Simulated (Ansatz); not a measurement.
By LDA, the system below comes out a metal.

The ballistic (Sharvin) conductance counts the channels at the Fermi level: G/A = (e²/h) × channels of both spins per area.

Here is the system:

```yaml
crystal:
  lattice:
    - [4.48351, 0.00000, 0.00000]
    - [-2.24175, 3.88283, 0.00000]
    - [2.24175, 1.29428, 0.91519]
  atoms:
    - { symbol: W, position: [0.00000, 0.00000, 0.00000] }
```

The cell is taken as given; by LDA it stands under a pressure of -10.5 GPa.

The current flows along the normal of the first two printed cell vectors, the (111) plane of the conventional cell. No spin-orbit coupling; the value is a mean over 0.1 eV about the Fermi level.

Problem. Compute, with LDA (Ansatz, a program for electronic structure), the ballistic conductance per area.

Solution. 0.96 × 10¹⁵ S/m² for both spins.
